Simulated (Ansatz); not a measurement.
Start from InP in the zinc blende structure (space group F-43m, No. 216; a = 5.907 Å). Axes: x, y, z lie along the cube axes.

Modification: biaxial strain +0.48 %, plane normal [111], relaxed out of plane (Cartesian); in-plane vectors clamped, the third vector and the atoms free.

Levels (all Ansatz, an electronic-structure program, PAW, earlier PAW set): r2SCAN (500 eV, without spin-orbit coupling); HSE06+SOC (420 eV, spin-orbit coupling included).

The geometry is relaxed with r2SCAN.

```
Quantity                                      Value
----------------------------  ---------------------
r2SCAN band gap                             0.95 eV
r2SCAN valence-band top at Γ  0.00, -0.05, -0.05 eV
```

### Question
Predict the band gap and valence-band top at Γ from HSE06+SOC.

### Answer
The band gap grows by 0.30 eV to 1.25 eV; the valence-band top at Γ (three highest Kramers pairs, from the VBM) goes from 0.00, -0.05, -0.05 eV to 0.00, -0.03, -0.14 eV.

Single points use the geometry relaxed with r2SCAN. Differences between runs with and without spin-orbit coupling are approximate. Stability against distortions was not tested.
